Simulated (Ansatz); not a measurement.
Input for hcp Mg (0 0 1) on cubic KTaO3 (1 1 1) (film strained to the substrate, started from cuts of the bulks and a machine-learned relaxation; slabs K6O18Ta5 and Mg12, which can lie off the formulas):

Ansatz 0.2 input:
```yaml
crystal:
  lattice:
    - [5.6916365, 0.0, -0.004042589]
    - [-2.8458183, 4.9291024, 0.039941498]
    - [2.116672319, 1.427036938, 23.520857486]
  atoms:
    - { symbol: K, position: [0.56061373, 0.104995316, 0.049230894] }
    - { symbol: O, position: [0.55644603, 0.625609088, 0.03597741] }
    - { symbol: O, position: [0.049376562, 0.122585569, 0.036754998] }
    - { symbol: O, position: [0.037453739, 0.654911589, 0.023795241] }
    - { symbol: K, position: [0.16512315, 0.421490004, 0.138152983] }
    - { symbol: Ta, position: [0.853840734, 0.777245038, 0.087760387] }
    - { symbol: O, position: [0.171372357, 0.916607576, 0.135446989] }
    - { symbol: O, position: [0.672187401, 0.417272842, 0.135387426] }
    - { symbol: O, position: [0.667377421, 0.917666985, 0.137849693] }
    - { symbol: K, position: [0.777460486, 0.723826846, 0.23651335] }
    - { symbol: Ta, position: [0.46859512, 0.074471447, 0.188610452] }
    - { symbol: O, position: [0.779033073, 0.223592903, 0.236652179] }
    - { symbol: O, position: [0.277937237, 0.722746427, 0.236723907] }
    - { symbol: O, position: [0.279026882, 0.223705918, 0.235494263] }
    - { symbol: K, position: [0.390220648, 0.025304986, 0.336935313] }
    - { symbol: Ta, position: [0.082365219, 0.375856701, 0.287368063] }
    - { symbol: O, position: [0.392258958, 0.523555041, 0.33565299] }
    - { symbol: O, position: [0.893280485, 0.024486799, 0.335619473] }
    - { symbol: O, position: [0.892630462, 0.523482015, 0.336121702] }
    - { symbol: K, position: [0.004014049, 0.326507595, 0.43696236] }
    - { symbol: Ta, position: [0.697365564, 0.676790205, 0.385780454] }
    - { symbol: O, position: [0.002445745, 0.825202658, 0.435805037] }
    - { symbol: O, position: [0.506107262, 0.328995216, 0.435840176] }
    - { symbol: O, position: [0.506191237, 0.825600223, 0.435381706] }
    - { symbol: K, position: [0.620295829, 0.632103457, 0.529218899] }
    - { symbol: Ta, position: [0.311621498, 0.977809408, 0.485235302] }
    - { symbol: O, position: [0.598119809, 0.115682542, 0.539552063] }
    - { symbol: O, position: [0.126994203, 0.644382182, 0.539669094] }
    - { symbol: O, position: [0.12616681, 0.115712914, 0.539845054] }
    - { symbol: Mg, position: [0.601091315, 0.519030467, 0.660464575] }
    - { symbol: Mg, position: [0.247812991, 0.934349328, 0.605340705] }
    - { symbol: Mg, position: [0.929368409, 0.279340652, 0.57919934] }
    - { symbol: Mg, position: [0.89781175, 0.463961826, 0.749890732] }
    - { symbol: Mg, position: [0.548156979, 0.833002597, 0.752016763] }
    - { symbol: Mg, position: [0.183428837, 0.111601908, 0.748421919] }
    - { symbol: Mg, position: [0.47237805, 0.422619541, 0.85107127] }
    - { symbol: Mg, position: [0.147098917, 0.751660458, 0.854001623] }
    - { symbol: Mg, position: [0.804223778, 0.089059258, 0.869901426] }
    - { symbol: Mg, position: [0.740178362, 0.562006306, 0.961430925] }
    - { symbol: Mg, position: [0.23104439, 0.485041852, 0.993060016] }
    - { symbol: Mg, position: [0.18692861, 0.013613828, 0.962672912] }
basis:
  ecutwfc: 420
  ecutrho_ratio: 4
  xc_grid: 2
kpoints:
  mp_grid: { grid: [5, 5, 1] }
hamiltonian:
  xc: pbe
  dispersion: none
  pseudopotentials: { kind: paw }
scf:
  n_extra_bands: 45
  occupations: { method: fermi_dirac, width: 0.05 }
output:
  forces: true
  stress: true
  eigenstates:
    kpoints:
      - [0, 0, 0]
      - [0.5, 0, 0]
      - [0, 0.5, 0]
      - [0.5, 0.5, 0]
    e_range: [-3.5, 3.5]
    localisation: true
relax:
  f_tol: 0.04
  max_steps: 70
  cell: { fix: [a, b, gamma], stress_tol: 0.3 }
```

The numbers are results of PBE (plane waves to 420 eV, PAW; Ansatz, an electronic-structure program), not measurements. Scalar-relativistic, without spin–orbit coupling; the runs are not spin-polarised. Its k-point mesh 5×5×1, Fermi–Dirac width 0.05 eV.

Task: What does the end of the output print (band table and long remarks left out, numbers rounded to eight decimals)?

Result: 
```
SCF converged after 6 iterations
Free energy (F): -92220.914249 eV
Harris-Foulkes:  -92220.914249 eV  (|F-HF|=3.62e-9)
Internal energy: -92220.860013 eV  (E = F + TS)
E sigma→0 (E₀):  -92220.887131 eV
Entropy (-TS):   -0.054236 eV (-1.323 meV/atom)
Fermi energy:    8.820435 eV
--- Per-component energies (eV) ---
  E_band       = -5729.100509
  E_kinetic    = 7419.954984
  E_local      = -39727.594359  (includes V_loc(G=0)·N_el)
  E_nonlocal   = 2155.256613
  E_hartree    = 15148.280588
  E_xc         = -3585.584180
  E_vxc        = -4161.541369  (∫ρ·V_xc dr)
  E_paw        = -53026.391742  (= ΣΔE_a)
  E_vpaw       = -1711.776910  (= ΣTr[D̂ρ^β])
  E_aug_tail   = 0.044742  (compensation charges beyond the density's cutoff)
  E_ewald      = -20604.826659
  E_smearing   = -0.054236  (= −TS)
  E_closure    = 0.000000  (closes the sum)
  Σ components = -92220.914249   (vs F -92220.914249, Δ=0.00e0)
--- Forces (eV/Å), atoms counted from 1 ---
  atom   1  K      0.00115686     0.00145585    -0.01171771
  atom   2  O      0.00510594     0.00443604     0.00984172
  atom   3  O     -0.00036201    -0.00487239     0.01039216
  atom   4  O     -0.01174962     0.00697754    -0.00082360
  atom   5  K      0.00279523     0.00051558    -0.00096363
  atom   6  Ta    -0.00988641     0.00608501    -0.02735502
  atom   7  O      0.00644859     0.00300803     0.00619290
  atom   8  O      0.00196097    -0.00344385     0.00463301
  atom   9  O      0.00245484     0.00188895    -0.00319098
  atom  10  K     -0.00291869     0.00115764     0.00481775
  atom  11  Ta     0.01649852    -0.01095212     0.00285865
  atom  12  O      0.00089666     0.00459621     0.00663401
  atom  13  O     -0.00409336    -0.00002877     0.00471837
  atom  14  O      0.00103101    -0.00078308    -0.00167471
  atom  15  K     -0.00196339    -0.00060045     0.00686262
  atom  16  Ta     0.00630440    -0.00102198     0.00086150
  atom  17  O     -0.00613518    -0.00187937    -0.00230732
  atom  18  O     -0.00234336     0.00742427    -0.00308145
  atom  19  O      0.00341288    -0.00293274    -0.00307476
  atom  20  K     -0.00108674    -0.00058099     0.00813187
  atom  21  Ta    -0.00405476     0.00431599     0.00396429
  atom  22  O     -0.01392301    -0.00912843    -0.01375660
  atom  23  O     -0.00129002     0.01299178    -0.00986791
  atom  24  O      0.01011124    -0.00837559    -0.00999623
  atom  25  K      0.00093538     0.00190796    -0.00564873
  atom  26  Ta    -0.00739259     0.00023300    -0.00003210
  atom  27  O      0.01222410     0.00822773     0.00926520
  atom  28  O     -0.00327699    -0.01615189     0.02342338
  atom  29  O     -0.00666056     0.00734735     0.01441583
  atom  30  Mg    -0.00358292     0.01066849    -0.00278791
  atom  31  Mg    -0.00642085    -0.00038500    -0.02406697
  atom  32  Mg    -0.00347742    -0.00195954    -0.02219210
  atom  33  Mg    -0.00084550     0.00638321     0.00348588
  atom  34  Mg     0.00378778    -0.01398019    -0.00237552
  atom  35  Mg     0.00250971    -0.01254004    -0.00559285
  atom  36  Mg     0.00102924    -0.00438329     0.00529787
  atom  37  Mg     0.00214909     0.00158795    -0.00375569
  atom  38  Mg     0.00030907     0.00481837     0.00497703
  atom  39  Mg     0.00340767    -0.00060147     0.00133799
  atom  40  Mg     0.00068780    -0.00182795     0.01431902
  atom  41  Mg     0.00624659     0.00040036     0.00788004
  max |Σ_I F_I| component: 4.93e-5 eV/Å
--- Stress (GPa, compression-positive) ---
        4.455324      -0.208582       0.059497
       -0.208582       4.084784       0.048714
        0.059497       0.048714      -0.241769
  P = ⅓ Tr σ = 2.7661 GPa (27.661 kbar)
--- Relaxed structure (15 steps of the walk, 13 accepted, 1 SCFs on fresh bases) ---
  F+E_penalty+E_count = -92220.91424857 eV   max|allowed force component| = 2.736e-2 eV/Å   (the final SCF, on the basis selected at the relaxed cell)
  cell:  # Å, volume = 625.5983 Å³
    - [5.69143605, -0.00046750, 0.04793658]
    - [-2.84576752, 4.92922082, 0.02677514]
    - [2.33044418, 1.49729080, 22.33561960]
  atoms:
    - { symbol: K, position: [0.58085887, 0.11937459, 0.03890221] }
    - { symbol: O, position: [0.57780123, 0.64291664, 0.02534128] }
    - { symbol: O, position: [0.07118435, 0.13655524, 0.02521765] }
    - { symbol: O, position: [0.05254771, 0.67995905, 0.00726834] }
    - { symbol: K, position: [0.17845459, 0.43294097, 0.13206780] }
    - { symbol: Ta, position: [0.87030909, 0.79290699, 0.07897307] }
    - { symbol: O, position: [0.18353744, 0.92677373, 0.12847015] }
    - { symbol: O, position: [0.68800281, 0.43094687, 0.12845032] }
    - { symbol: O, position: [0.68070703, 0.93060695, 0.13166189] }
    - { symbol: K, position: [0.77838960, 0.73325545, 0.23556143] }
    - { symbol: Ta, position: [0.47413367, 0.08613198, 0.18548441] }
    - { symbol: O, position: [0.77827027, 0.23244079, 0.23519312] }
    - { symbol: O, position: [0.27934083, 0.73349529, 0.23522829] }
    - { symbol: O, position: [0.27992325, 0.23378033, 0.23337006] }
    - { symbol: K, position: [0.37926555, 0.03097918, 0.34064117] }
    - { symbol: Ta, position: [0.07591074, 0.38349106, 0.28962364] }
    - { symbol: O, position: [0.38123351, 0.52858242, 0.33909216] }
    - { symbol: O, position: [0.88295427, 0.03011052, 0.33898721] }
    - { symbol: O, position: [0.88182081, 0.52877228, 0.33975845] }
    - { symbol: K, position: [-0.02014425, 0.32741092, 0.44705740] }
    - { symbol: Ta, position: [0.67904761, 0.68013937, 0.39334319] }
    - { symbol: O, position: [-0.02026982, 0.82738047, 0.44421793] }
    - { symbol: O, position: [0.48301832, 0.33077736, 0.44443327] }
    - { symbol: O, position: [0.48417193, 0.82795138, 0.44335859] }
    - { symbol: K, position: [0.58342066, 0.62562337, 0.54729646] }
    - { symbol: Ta, position: [0.28180369, 0.97596981, 0.49747698] }
    - { symbol: O, position: [0.55916335, 0.10810859, 0.55339915] }
    - { symbol: O, position: [0.09580351, 0.64290958, 0.55255092] }
    - { symbol: O, position: [0.09232623, 0.10655544, 0.55531033] }
    - { symbol: Mg, position: [0.59387479, 0.46939827, 0.69500016] }
    - { symbol: Mg, position: [0.20816596, 0.92814860, 0.62079069] }
    - { symbol: Mg, position: [0.89143906, 0.27470195, 0.59187181] }
    - { symbol: Mg, position: [1.07359087, 0.45447707, 0.72688458] }
    - { symbol: Mg, position: [0.57371197, 0.95644524, 0.73064638] }
    - { symbol: Mg, position: [0.05694129, -0.05204246, 0.75545719] }
    - { symbol: Mg, position: [0.52986483, 0.38958446, 0.83114700] }
    - { symbol: Mg, position: [0.20262416, 0.68090691, 0.84792150] }
    - { symbol: Mg, position: [0.80235170, 0.06022047, 0.86947363] }
    - { symbol: Mg, position: [0.75898139, 0.57028589, 0.94781158] }
    - { symbol: Mg, position: [0.25137399, 0.50239552, 0.98504526] }
    - { symbol: Mg, position: [0.21953722, 0.03211895, 0.94702340] }
```

Cost: roughly 40 core-minutes.
